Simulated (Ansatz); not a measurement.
The starting structures come from a database of crystals and need not be the phases stable at ambient conditions.

Inside the gap of an insulator the Bloch states are evanescent, with a wavenumber k + iκ along the transport direction.

Consider the following.

```xyz
7
Lattice="6.7279 0.0000 0.0000 2.1234 6.3841 0.0000 2.3023 -3.1920 3.9357" Properties=species:S:1:pos:R:3 pbc="T T T"
Al     7.7896     3.1920     1.9678
Al     4.4257     3.1920     0.0000
Zn     0.0000     0.0000     0.0000
Se     4.3891     0.7927     0.0501
Se     7.9196     0.7977     2.0111
Se     4.4397     0.7226     3.8856
Se     5.5587     4.0710     1.9246
```

Space group of this cell: I-4. The cell is taken as given.

Transport runs along the normal of the first two printed cell vectors, the (110) plane of the conventional cell.

The gap is the functional's own, uncorrected, and κ follows it; spin-orbit coupling is left out. Mid-gap values are interpolated between the computed energies.

**Question.** Estimate the band gap and the smallest decay constant κ at mid-gap that PBEsol (Ansatz, a quantum-chemistry and plane-wave program) returns for this system.

**Answer.** Gap 2.17 eV on a 8×8×8 mesh; κ = 0.147 1/Å, at the zone centre.
